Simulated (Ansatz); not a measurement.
# OH on the 1x1 (111) surface of fcc Rh, one in a 2x2 cell, started at the site 'top Rh'

Calculation: PBE (plane waves to 420 eV, PAW; Ansatz, a first-principles code).

Slab: 18 atoms, 6.5 Å thick at the start under the adsorbate (thin: gaps and levels are the slab's own); k 6x6x1, smearing 0.1 eV, dipole-corrected; 8 atoms held, the rest relaxed; no symmetry held; spin-polarised, no spin-orbit, no U, no dispersion correction. The starting moment vanished. At the end it is bonded to Rh. In PBE this state lies 0.27 eV over the lowest of the starts that converged ('hollow Rh-Rh-Rh over Rh at depth 2.2 Å').

The adsorption energy against H2O(g) − ½ H2(g) comes out as 0.55 eV and the work function of the top face is 5.32 eV. The change of the work function comes out as 0.17 eV and the change of the step from the bottom to the top vacuum level, against the clean slab comes out as 0.17 eV. The energy released by relaxation is 0.50 eV and the height of the binding atom over the mean of the host atoms within 0.3 Å of the top one is 2.030 Å. The magnetic moment of the cell comes out as 0.00 μB, the nearest host atoms of the binding atom comes out as Rh at 1.96 Å, Rh at 3.24 Å, Rh at 3.29 Å and the largest move of a host atom comes out as 0.10 Å. The caution is the clean host was not checked against rearrangement in a larger or rattled cell and the cost comes out as roughly 60 core-minutes.

A negative adsorption energy means that the adsorbate is more stable on the surface than in its reference.
